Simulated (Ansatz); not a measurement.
The slab is Si(111) 1x1 surface, 6 top atoms, 3 bilayers, bottom bilayer H-capped and fixed, every top atom capped by H; cell 11.5 x 6.6 Å; two neighbouring H replaced by OH; about 7 Å thick over the host's atoms, 18 atoms held. The numbers are results of PBE-D3(BJ) (plane waves to 420 eV, PAW; Ansatz, a program for electronic structure), not measurements. Sampling: 1x2x1 k points. The slab states were run without spin polarisation. A thicker slab, a larger cell or a denser mesh can move such energies by a tenth of an eV or more. All energies are electronic energies at 0 K, without vibrations. Each state was relaxed from one prepared geometry.

One BF3 a cell is brought to Si(111):H with two OH. Relaxed result near the molecule:

```
atom    x (Å)   y (Å)   z (Å)
------  -----  ------  ------
Si(16)  5.677   3.364   9.444
H(29)   3.786  -0.101  10.974
H(44)   7.681   0.014  11.068
H(45)   9.681   3.352  11.054
O(46)   5.267   3.480  11.145
H(47)   4.286   3.502  11.308
B(a0)   6.082   2.656  12.309
F(a1)   5.939   3.393  13.444
F(a2)   5.488   1.411  12.349
F(a3)   7.367   2.632  11.775
```

### Question
What is the adsorption energy against the free BF3 and the slab before, and how much of it is dispersion?

### Answer
-0.54 eV (negative: bound); the D3 term gives -0.26 eV of it. Bonds to the surface: O(46)-B(a0) 1.64 Å.
